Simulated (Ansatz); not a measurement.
Levels about the gap of amorphous Zr₂₀O₄₃Sc₂ (65 atoms in a cell of 833 Å³, 5.19 g/cm³; zone centre alone, so wide bands show as single levels with stretches between that a denser mesh fills), at the geometry that PBE relaxed, where it gives 0.0 GPa on a denser mesh. The participation number counts the atoms over which a state spreads; weights are charges in smoothed Voronoi cells. The levels come from a single point, so bond lengths are those of that geometry. Method of the levels: PBE, scalar-relativistic without spin-orbit coupling (Ansatz, an electronic-structure program). Sampling: the zone centre alone; Fermi-Dirac width 0.02 eV; no spin polarisation. At PBE the levels at the filled edge of the gap are localised (band-tail or defect states).

Preparation: random packing, a CHGNet melt and quench, and a DFT relaxation. O atoms were pushed apart under 1.9 Å during the dynamics, to hinder bonds among them. The hot cell started wider than the set density and was brought back towards it in steps. It is the lowest in DFT energy of 2 quenches. It is a model cell: composition and starting density were chosen by hand, and all elements were melted together. No dispersion term was used. Its density started from a set value of 5.17 and ended at 5.19 g/cm³. Cooling (nominally 300 K/ps over its main leg) ran many orders faster than in experiment, which tends to leave more defects and strain. Values belong to this one cell and scatter from quench to quench. Volume and shape were free in the relaxation.

```
E - E(highest filled), eV  filling  participation number        largest on  weight O  weight Zr  weight Sc
-------------------------  -------  --------------------  ----------------  --------  ---------  ---------
-0.42                       filled                  27.4   O, 4 neighbours      0.94       0.06       0.00
-0.32                       filled                  22.0   O, 3 neighbours      0.95       0.05       0.00
-0.31                       filled                  23.7   O, 3 neighbours      0.94       0.06       0.00
-0.24                       filled                  11.4   O, 3 neighbours      0.95       0.04       0.01
-0.18                       filled                  17.6   O, 3 neighbours      0.95       0.04       0.01
-0.15                       filled                  15.5   O, 3 neighbours      0.93       0.05       0.01
0.00                        filled                  11.2   O, 2 neighbours      0.94       0.05       0.00
3.53                         empty                  17.5  Zr, 7 neighbours      0.37       0.60       0.04
3.65                         empty                  19.5  Zr, 7 neighbours      0.35       0.60       0.05
3.77                         empty                  18.7  Zr, 6 neighbours      0.36       0.62       0.02
3.80                         empty                  24.6  Zr, 7 neighbours      0.34       0.65       0.01
3.82                         empty                  31.6  Zr, 6 neighbours      0.34       0.60       0.06
3.90                         empty                  28.6  Zr, 6 neighbours      0.32       0.58       0.10
3.95                         empty                  29.6  Zr, 7 neighbours      0.32       0.61       0.06
```

Most localised among these is the filled level at +0.00 eV, on a O atom, which has 2 neighbours (Zr 1.98 Å, Zr 1.99 Å).
